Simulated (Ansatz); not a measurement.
Bulk modulus of TaAg (model structure, Pmma, No. 51, 4 atoms in the cell) at several levels of theory

No measured value is used here.

```csv
level (code),value (GPa),cell (Å³/atom)
LDA (Ansatz),191,16.44
PBE (Ansatz),153,17.67
PBEsol (Ansatz),___,16.90
```

Problem. Fill in the missing entries.

Solution. 
- PBEsol (Ansatz, a program for electronic structure), value (GPa): 176

Density-functional levels without +SOC have no spin–orbit coupling. LDA, PBE, PBEsol: the bulk modulus is −V dP/dV from two relaxed cells at ±2 % in volume. Each level is taken at its own relaxed cell. Ansatz's density-functional and Hartree–Fock values are scalar-relativistic unless marked +SOC, with PAW data made under PBE.

A model structure was made by putting elements into a prototype or built by hand; it is no filed structure, need not be a known phase, and can be a saddle point held by its symmetry.
